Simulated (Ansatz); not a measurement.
**BP, response to strain**

Take BP in the zinc blende structure (space group F-43m, No. 216; a = 4.5366 Å) as the base. Axes: x, y, z lie along the cube axes.

Strains are applied to the cell and any free atomic positions relax; under biaxial strain the out-of-plane vector relaxes too.

Computed with plane-wave PAW DFT at the r2SCAN level (Ansatz, a quantum-chemistry and plane-wave program, 500 eV), no spin-orbit coupling.

Notes on the quantities. energy relative to the base: free energy F.

| case | energy relative to the base | shortest interatomic distance |
|---|---|---|
| base | 0 meV/atom | 1.964 Å |
| biaxial strain −1.02 %, plane normal [001], relaxed out of plane | +3.1 meV/atom | 1.954 Å |
| biaxial strain −0.43 %, plane normal [001], relaxed out of plane | ___ | ___ |
| biaxial strain +0.57 %, plane normal [001], relaxed out of plane | +1.0 meV/atom | 1.970 Å |
| biaxial strain +2.36 %, plane normal [001], relaxed out of plane | +16 meV/atom | 1.989 Å |
| biaxial strain +2.18 %, plane normal [110], relaxed out of plane | +15 meV/atom | 1.978 Å |
| biaxial strain −1.76 %, plane normal [111], relaxed out of plane | +11 meV/atom | 1.938 Å |
| biaxial strain +1.02 %, plane normal [111], relaxed out of plane | +3.4 meV/atom | 1.966 Å |
| biaxial strain +4.10 %, plane normal [111], relaxed out of plane | +52 meV/atom | 1.967 Å |
| isotropic strain +3.28 % | +55 meV/atom | 2.029 Å |

Q: Some entries are withheld; estimate them.

A: 
- biaxial strain −0.43 %, plane normal [001], relaxed out of plane, energy relative to the base: +0.5 meV/atom
- biaxial strain −0.43 %, plane normal [001], relaxed out of plane, shortest interatomic distance: 1.960 Å

A biaxial case was relaxed in a doubled cell and then solved in the primitive one. Whether these cells are dynamically stable was not tested.
